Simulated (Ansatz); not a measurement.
The starting structures come from a database of crystals and need not be the phases stable at ambient conditions.

The decay constant κ of evanescent states in the gap governs leakage through a thin film.

Consider the following.

```yaml
crystal:
  lattice:
    - [6.51110, 0.00000, 0.00000]
    - [0.00000, 6.84399, 0.00000]
    - [0.00000, 0.00000, 7.83387]
  atoms:
    - { symbol: Zn, position: [0.34340, 0.34938, 0.50000] }
    - { symbol: Zn, position: [0.84340, 0.65062, 0.00000] }
    - { symbol: Si, position: [0.84475, 0.67029, 0.50000] }
    - { symbol: Si, position: [0.34475, 0.32971, 0.00000] }
    - { symbol: Cu, position: [0.83683, 0.17412, 0.25283] }
    - { symbol: Cu, position: [0.33683, 0.82588, 0.24717] }
    - { symbol: Cu, position: [0.83683, 0.17412, 0.74717] }
    - { symbol: Cu, position: [0.33683, 0.82588, 0.75283] }
    - { symbol: Se, position: [0.96050, 0.35006, 0.50000] }
    - { symbol: Se, position: [0.46050, 0.64994, 0.00000] }
    - { symbol: Se, position: [0.48678, 0.68270, 0.50000] }
    - { symbol: Se, position: [0.98678, 0.31730, 0.00000] }
    - { symbol: Se, position: [0.46491, 0.16243, 0.24015] }
    - { symbol: Se, position: [0.96491, 0.83757, 0.25985] }
    - { symbol: Se, position: [0.46491, 0.16243, 0.75985] }
    - { symbol: Se, position: [0.96491, 0.83757, 0.74015] }
```

Space group of this cell: Pmn2_1. The cell is taken as given; by PBEsol its mean pressure is -3.3 GPa.

Transport runs along the normal of the first two printed cell vectors.

The gap is the functional's own. No spin-orbit coupling. Mid-gap values are interpolated on the energy grid.

Task: Give the band gap and the smallest decay constant κ at mid-gap that PBEsol (Ansatz, a first-principles code) yields.

Result: Gap 0.30 eV on a 6×6×4 mesh; κ = 0.033 1/Å, at the zone centre.
